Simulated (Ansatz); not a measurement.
Effect of electrons 5.0×10^21 cm⁻³ on CaO

The parent structure is CaO in the rock salt structure (space group Fm-3m, No. 225; a = 4.767 Å).

Modification: electron doping at 5.0×10^21 cm⁻³ (0.135 per cell), with a uniform compensating background at fixed cell and a 300 K Fermi–Dirac width.

Level of theory: PBEsol, PAW, 420 eV (Ansatz, a first-principles code; no spin-orbit coupling). k-mesh 27×27×27 (Γ-centred); smearing 0.0259 eV (Fermi–Dirac).

| quantity | base | changed | shift |
|---|---|---|---|
| gap between the host's bands | 3.54 eV | 3.56 eV | +0.012 eV |
| gap character | indirect, Γ → X | indirect, Γ → X | – |
| valley order (the lowest conduction-band minima on the path, energy above the VBM, named in the base's zone) | X along ⟨100⟩ 3.54 eV; Γ 4.78 eV | X along ⟨100⟩ 3.56 eV; Γ 4.74 eV | – |
| Fermi level relative to the doped band's edge (positive inside the band; to 0.05 eV) | – | +0.75 eV | – |

Charged cell with a jellium background: band edges are those of the host's band count, energies are not comparable with the neutral cell, and many-body gap narrowing is missing. Stability against distortions was not tested. The base started in Cmce and relaxed to Fm-3m at this level.
